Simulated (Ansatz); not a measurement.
Start from Nb in the bcc (W type) structure (space group Im-3m, No. 229; a = 3.304 Å; relaxed with 0.1 eV smearing). Axes: x, y, z lie along the cube axes.

Level of theory: Ansatz (an electronic-structure program) r2SCAN, no SOC.

Before the change:

* **Shortest interatomic distance**: 2.862 Å

Now apply this change: the cell is stretched by 2.00 % along z with no lateral relaxation; the atoms relax in the strained cell.

Q: What happens to the energy relative to the base, shortest interatomic distance and stress?

A: The energy grows by 5.5 meV/atom; the shortest interatomic distance increases by 0.019 Å (2.862 Å → 2.881 Å); the stress (xx, yy, zz, yz, xz, xy; compression positive) amounts to (-2.6, -2.6, -4.8, 0.0, 0.0, 0.0) GPa.

Stability against distortions was not tested. All final runs are without spin polarisation.
